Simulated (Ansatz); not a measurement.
Band structure of HfO2 (P4_2/nmc, 6 atoms in the cell).

```
CELL_PARAMETERS angstrom
      3.52493     0.00000     0.00000
      0.00000     3.52493     0.00000
      0.00000     0.00000     5.12376
ATOMIC_POSITIONS crystal
  Hf 0.50000 0.50000 0.50000
  Hf 0.00000 0.00000 0.00000
  O  0.00000 0.50000 0.69721
  O  0.00000 0.50000 0.19721
  O  0.50000 0.00000 0.80279
  O  0.50000 0.00000 0.30279
```

Level of theory: PBE (plane waves, PAW; Ansatz, an electronic-structure program).

Settings: kpoints.mp_grid.grid = 8 8 5; hamiltonian.xc = pbe; hamiltonian.pseudopotentials = {kind: paw} (the program's default PAW files); scf.occupations.method = fermi_dirac; scf.occupations.width = 0.01 eV; kpoints.band_path.npoints = 8.

The starting cell comes from a database of computed structures (which also holds hypothetical and non-ambient phases and stackings), without a prior relaxation at this level. Its lattice was rescaled by a random factor within 2.5 % of one. Spin-orbit coupling is off.

### Question
Predict the gap along the standard path and the places of the band edges.

### Answer
The gap along the path is 4.88 eV, from A to Γ; the smallest direct gap on it is 4.95 eV.

Levels in eV from the top of the valence band on the path, bands 35 to 42:
```csv
point,35,36,37,38,39,40,41,42
Γ,-0.70,-0.11,-0.07,-0.07,4.88,4.88,6.19,6.41
X,-1.42,-1.42,-0.13,-0.13,5.29,5.29,6.37,6.37
M,-0.82,-0.82,-0.48,-0.48,5.95,5.95,6.36,6.36
Z,-0.59,-0.59,0.00,0.00,5.57,5.57,5.91,5.91
R,-1.38,-1.38,-0.94,-0.94,5.44,5.44,5.82,5.82
A,-1.45,-1.45,0.00,0.00,6.19,6.19,6.51,6.51
```

Keys are those of Ansatz 0.2.
